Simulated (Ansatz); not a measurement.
**TlF in the NiAs type structure (space group P6_3/mmc, No. 194; a hypothetical phase, not in the database extracts checked)**

```
TlF
1.0
    3.75195     0.00000     0.00000
   -1.87598     3.24929     0.00000
    0.00000     0.00000     6.88996
Tl F
2 2
Direct
  0.00000   0.00000   0.00000
  0.00000   0.00000   0.50000
  0.33333   0.66667   0.25000
  0.66667   0.33333   0.75000
```

Method: PBEsol/PAW in Ansatz (a first-principles code), scalar-relativistic without spin-orbit coupling. k-mesh 10×10×5 (Γ-centred); smearing 0.05 eV (Fermi–Dirac).

Volume per atom: 21.00 Å³
Density: 8.83 g/cm³
Band gap: 1.90 eV, direct at Γ
Electron mass: 0.12 mₑ along c, 0.51 mₑ across
Hole mass: 0.17 mₑ along c, 2.5 mₑ across
Total energy: -6048.250 eV/atom (σ→0; compares only within this code and set-up)

Spin-orbit coupling, missing from the scalar runs, can matter with Tl. Masses are band curvatures over ±0.01 Å⁻¹ around the edge. Stability against distortions was not tested.
